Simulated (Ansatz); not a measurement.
Results of r²SCAN in Ansatz (plane waves, PAW) for MgO (P6₃mc, No. 186, 4 atoms in the cell; start mp-549706; a measured phase of this formula has another space group).

Run with plane-wave cutoff 560 eV, 12×12×8 k mesh (along the axes of the cell as run), Fermi–Dirac smearing 0.01 eV, scalar-relativistic PAW data made under PBE.

Cell (relaxed with PBEsol):

```cif
data_Mg2O2
_chemical_formula_sum 'Mg2 O2'
_space_group_name_H-M_alt 'P63mc'
_space_group_IT_number 186
_space_group_name_Hall 'P 6c -2c'
_cell_length_a 3.30276
_cell_length_b 3.30276
_cell_length_c 5.02103
_cell_angle_alpha 90.000
_cell_angle_beta 90.000
_cell_angle_gamma 120.000
loop_
_atom_site_label
_atom_site_type_symbol
_atom_site_symmetry_multiplicity
_atom_site_Wyckoff_symbol
_atom_site_fract_x
_atom_site_fract_y
_atom_site_fract_z
_atom_site_occupancy
Mg1 Mg 2 b 0.33333 0.66667 0.00375 1
O1 O 2 b 0.33333 0.66667 0.40085 1
```

Estimate the band gap that the calculation returns.


- band gap: 4.16 eV (direct)

Note: cell and atoms aren't relaxed at this level (pressure -0.9 GPa).

Computed values are for the static lattice.

Cost on a shared machine: about 30 core-seconds (a rough figure).

A start named mp-… is a Materials Project structure, which need not be a measured phase.

Ansatz is an electronic-structure program.
